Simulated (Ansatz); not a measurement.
Fermi-surface data of WC (P-6m2)

Consider the following.

```yaml
crystal:
  lattice:
    - [2.89870, 0.00000, 0.00000]
    - [-1.44935, 2.51035, 0.00000]
    - [0.00000, 0.00000, 2.82798]
  atoms:
    - { symbol: W, position: [0.00000, 0.00000, 0.00000] }
    - { symbol: C, position: [0.66667, 0.33333, 0.50000] }
```

Method: PBEsol with spin-orbit coupling, rigid bands (plane waves, PAW; Ansatz, a first-principles code). Condition of this run: spin-orbit coupling switched on. Cell: cell and atoms relaxed with PBEsol.

| Property | Result |
|---|---|
| density of states at the Fermi level | 0.303 states/(eV·cell), both spins |
| bare Sommerfeld coefficient | 0.36 mJ/(mol of atoms·K²) |
| Drude plasma energy | 3.0 eV |
| root-mean-square Fermi velocity | 4.9e5 m/s |
| resistivity times τ | 53 ×10⁻²² Ω·m·s |

A metal at this level (no band gap); rigid bands, thermally averaged at 300 K, both spins. τ is one relaxation time for all states.
